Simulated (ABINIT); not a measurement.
Band structure of Al3Sc (Pm-3m, 4 atoms in the cell).

```yaml
crystal:
  lattice:
    - [4.07827, 0.00000, 0.00000]
    - [0.00000, 4.07827, 0.00000]
    - [0.00000, 0.00000, 4.07827]
  atoms:
    - { symbol: Sc, position: [0.00000, 0.00000, 0.00000] }
    - { symbol: Al, position: [0.00000, 0.50000, 0.50000] }
    - { symbol: Al, position: [0.50000, 0.00000, 0.50000] }
    - { symbol: Al, position: [0.50000, 0.50000, 0.00000] }
```

Level of theory: PBE, norm-conserving pseudopotentials (PseudoDojo nc-sr-05 PBE standard) (plane waves; ABINIT).

Settings: pseudos = [Sc.upf, Al.upf]; ecut = 39 Ha; occopt = 7; tsmear = 0.272 eV; ngkpt = 8 8 8; nshiftk = 1; shiftk = 0 0 0; potentials = PseudoDojo nc-sr-05 PBE standard; kptopt = 1; nstep = 100; tolvrs1 = 1e-11; ndtset = 2; getden2 = 1.

The starting cell has typed, rounded lattice constants, without a prior relaxation at this level. Its lattice was rescaled by a random factor within 2.5 % of one.

Levels in eV from the Fermi level, bands 7 to 14:
```tsv
point	7	8	9	10	11	12	13	14
Γ	-2.64	-1.84	-1.84	-1.84	1.25	1.29	1.29	1.29
X	-1.75	-1.75	-1.50	0.89	0.99	0.99	1.34	1.63
M	-5.67	-4.40	-0.56	-0.56	1.18	1.37	2.09	2.51
R	-4.82	-4.52	-2.99	-2.99	-2.99	0.96	2.62	2.62
```

Bands cross the Fermi level along this path, so the cell is metallic at this level.
